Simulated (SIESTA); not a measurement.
**Short convergence ladders for MnTlCl₃ (P4mm, 5 atoms in the cell)**

```xyz
5
Lattice="5.0439 0.0000 0.0000 0.0000 5.0439 0.0000 0.0000 0.0000 5.0439" Properties=species:S:1:pos:R:3 pbc="T T T"
Mn     2.5220     2.5220     2.5720
Tl     0.0000     0.0000     0.0000
Cl     0.0000     2.5220     2.5220
Cl     2.5220     0.0000     2.5220
Cl     2.5220     2.5220     0.0000
```
Moments meant for the start (each program seeds them in its own way; μB, in the order of the atoms Mn Tl Cl Cl Cl): 4.0 0.0 0.0 0.0 0.0.

Base method: GGA PBEsol, numerical atomic orbitals DZP, PseudoDojo PBEsol standard norm-conserving potentials (rewritten from UPF to PSML) (SIESTA).

Base settings: XC.functional = GGA; XC.authors = PBEsol; potentials = PseudoDojo PBEsol standard; PAO.BasisSize = DZP; PAO.EnergyShift = 0.005 Ry; MeshCutoff = 400 Ry; kgrid.MonkhorstPack = 2 2 2; OccupationFunction = FD; ElectronicTemperature = 116.05 K; Spin = polarized.

**Shifted k-point meshes**

Only quantities that move along the ladder and can be compared are tabulated.

| kgrid.MonkhorstPack | free energy less the last step's (meV/atom) | pressure (GPa) | largest difference of a force vector from the last step's (eV/Å) |
|---|---|---|---|
| 1 1 1 shifted by 0.5 0.5 0.5 | -101.54 | -2.10 | 0.153 |
| 3 3 3 shifted by 0.5 0.5 0.5 | -0.92 | -2.28 | 0.002 |
| 5 5 5 shifted by 0.5 0.5 0.5 | -0.01 | -2.27 | 0.000 |
| 7 7 7 shifted by 0.5 0.5 0.5 | 0.00 | -2.27 | 0.000 |
| 9 9 9 shifted by 0.5 0.5 0.5 | 0.00 | -2.27 | 0.000 |
| 11 11 11 shifted by 0.5 0.5 0.5 | 0.00 | -2.27 | 0.000 |
| 14 14 14 shifted by 0.5 0.5 0.5 | 0.00 | -2.27 | 0.000 |

Coarsest kgrid.MonkhorstPack that holds the forces within 0.01 eV/Å of the last step, with all finer ones: 3 3 3 shifted by 0.5 0.5 0.5; the step before is off by 0.15 eV/Å.

Coarsest kgrid.MonkhorstPack that holds the pressure within 0.1 GPa of the last step, with all finer ones: 3 3 3 shifted by 0.5 0.5 0.5; the step before is off by 0.17 GPa.

Coarsest kgrid.MonkhorstPack that holds the free energy within 0.5 meV/atom of the last step, with all finer ones: 5 5 5 shifted by 0.5 0.5 0.5; the step before is off by 0.92 meV/atom.

**The SCF threshold**

In this ladder: SCF.DM.Tolerance = default; SCF.DM.Converge = false; SCF.H.Converge = false; SCF.FreeE.Converge = true.

The mesh stays at the base's, so the ladder's end is converged at best in this setting alone.

Only quantities that move along the ladder and can be compared are tabulated; the gap is left out on so coarse a mesh.

| SCF.FreeE.Tolerance | free energy less the last step's (meV/atom) | largest difference of a force vector from the last step's (eV/Å) |
|---|---|---|
| 1.0E-01 eV | 4.27 | 0.008 |
| 1.0E-02 eV | 1.67 | 0.006 |
| 1.0E-03 eV | 0.12 | 0.001 |
| 1.0E-04 eV | 0.00 | 0.000 |
| 1.0E-05 eV | 0.00 | 0.000 |
| 1.0E-07 eV | 0.00 | 0.000 |
| 1.0E-10 eV | 0.00 | 0.000 |
| 1.0E-12 eV | 0.00 | 0.000 |

Coarsest SCF.FreeE.Tolerance that holds the forces within 0.005 eV/Å of the last step, with all finer ones: 1.0E-03 eV; the step before is off by 0.006 eV/Å.

Coarsest SCF.FreeE.Tolerance that holds the free energy within 1 meV/atom of the last step, with all finer ones: 1.0E-03 eV; the step before is off by 1.7 meV/atom.

On the base run: the starting cell comes from a database of computed structures (which also holds hypothetical and non-ambient phases and stackings), without a prior relaxation at this level. Its lattice was rescaled by up to half a per cent. One atom was moved a little off its site on purpose. With one magnetic atom in the cell only a parallel order is possible. Values carry the incompleteness of an atom-centred basis.
